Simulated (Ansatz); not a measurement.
Base system: a 16-atom supercell of SnO in the litharge type structure (space group P4/nmm, No. 129; a = 3.793 Å, c = 4.764 Å; layered, stacked along the Cartesian z axis) at its relaxed geometry.

Method: Ansatz (a program for electronic structure) r2SCAN+rVV10, no spin-orbit coupling.

Before the change:

| Item | Value |
|---|---|
| Pressure | 0.0 GPa |

One thing is altered: a neutral H interstitial (started 2.26 Å from the nearest host atom), atoms relaxed at fixed cell, starting from a slightly rattled geometry.

Problem. Estimate the effect on the pressure and final site of the added atom.

Solution. The pressure goes from zero to 0.4 GPa; the final site of the added atom comes out as 2 Sn at 1.90 Å.

In so small a cell the defect repeats every few ångströms: this is an ordered compound, not a dilute defect. The mesh was chosen for an insulator and is coarse for the gapless case. The final runs are not spin-polarised. The defect cell is not spin-polarised.
